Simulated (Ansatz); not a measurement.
Formation energy of the localised charge states of C_Si+V_O in alpha quartz (start: the Si site; O 1.63 Å away; 72-site cell, 2×2×2 Γ-centred sampling) against the Fermi level, Si-rich (Δμ(O) = -4.16 eV, Δμ(Si) = 0.00 eV, Δμ(C) = -0.41 eV, bounded by 6H silicon carbide; only phases computed here count, gases as isolated molecules at 0 K). Calculation: PBE, PAW (plane waves to 420 eV; Ansatz, a quantum-chemistry and plane-wave program).

Charges with a result: +1, 0. Others weren't obtained, and one of them could lie lower, also by skipping a charge.

Set-up: 72-site cell; 2×2×2 Γ-centred k-points; host gap 5.68 eV; charged states image-corrected; not converged in cell size; flagged in the runs: a host whose relaxation on this sampling wasn't shown to rest, a strain field that reaches the edge of the cell.

```tsv
E_F − E_VBM (eV)	q = +1	q = 0
0.00	5.40	7.70
0.71	6.11	7.70
1.42	6.82	7.70
2.13	7.53	7.70
2.84	8.24	7.70
3.55	8.95	7.70
4.26	9.66	7.70
4.97	10.37	7.70
5.68	11.08	7.70
```

Crossings of the lowest lines: (+1/0) at 2.30 eV.
